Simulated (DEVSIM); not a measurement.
Device: abrupt Ge n-p junction, at 250 K.

Layer 1 from the left is Ge, thickness (μm) 5.90, Nd (cm⁻³) 4.1e15, τn (s) 6.6e-6, τp (s) 6.6e-6. Layer 2 from the left is Ge, thickness (μm) 5.70, Na (cm⁻³) 2.4e17, τn (s) 6.6e-6, τp (s) 6.6e-6.

Left contact: ohmic. Right contact: ohmic. Voltage is applied to the left contact. Recombination: SRH at mid-gap, radiative. Mobility is μmin + (μ − μmin)/(1 + (N/Nref)^α).

Constants are typed, rounded textbook-type inputs, not results; the design itself was drawn at random and stands for no fabricated device. Values at 300 K; Nc and Nv go as T^1.5, mobilities as T to minus their exponent, the gap by Varshni's rule with the affinity fixed.

Ge: gap (eV) 0.664, affinity (eV) 4, permittivity 16, Nc (cm⁻³) 1.04e19, Nv (cm⁻³) 6e18, μn (cm²/Vs) 3900, μp (cm²/Vs) 1900, μn,min 150, μp,min 100, Nref,n 2.6e17, Nref,p 4e17, αn 0.56, αp 0.6, T exponent of μn 1.66, T exponent of μp 2.33, B (cm³/s) 6.4e-14, Varshni α (eV/K) 0.000477, Varshni β (K) 235.

**Question.** Estimate by hand the built-in potential, the peak field at zero bias, the capacitance at 3 V, and compare with a numerical solution.

**Answer.** 
- Built-in potential: ni = √(Nc Nv) exp(−Eg/2kT) = 7.88e11 cm⁻³ with Eg = 0.683 eV; Vbi = kT/q ln(Na Nd/ni²) = 0.456 V; numerical 0.456 V.
- Peak field at zero bias: depletion approximation: W = √(2εVbi/(qN)) = 0.447 μm with N = 4.03e15 cm⁻³; field = 2Vbi/W = 20400 V/cm; numerical 26200 V/cm (estimate below by 22 %).
- Capacitance at 3 V: C = √(qεN / 2(Vbi + |V|)) = 11.5 nF/cm²; numerical 11.6 nF/cm² (estimate below by 0.65 %).

Simulated with DEVSIM: 1D drift-diffusion, Boltzmann statistics, complete ionisation; no tunnelling, impact ionisation, image-force lowering or self-heating.
